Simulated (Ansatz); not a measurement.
Input:

```
CELL_PARAMETERS angstrom
      3.03629     0.00000     0.00000
      1.51814     2.62950     0.00000
      0.00000     0.00000     5.05422
ATOMIC_POSITIONS crystal
  Al 0.33333 0.33333 0.00003
  Al 0.66667 0.66667 0.50003
  N  0.33333 0.33333 0.37477
  N  0.66667 0.66667 0.87477
```

No spin polarisation.

Calculations: plane-wave PAW DFT at the PBEsol level (Ansatz, a quantum-chemistry and plane-wave program, 420 eV), no spin-orbit coupling. Γ-centred 12×12×7 mesh, Fermi–Dirac width 0.05 eV.

### Question
What electron mass does the calculation give?

### Answer
0.28 mₑ out of plane, 0.32 mₑ in plane (at Γ).

### Question
Predict the valence-band top at Γ (three highest levels, from the VBM).

### Answer
0.00, 0.00, -0.14 eV.

### Question
Estimate the gap character.

### Answer
Direct at Γ.

The cells carry an imposed strain or load. Masses are band curvatures over ±0.01 Å⁻¹ around the edge. Stability against distortions was not tested. The cell was made from AlN in the wurtzite structure (space group P6_3mc, No. 186) by this change: biaxial strain −2.49 %, plane normal [001], relaxed out of plane.
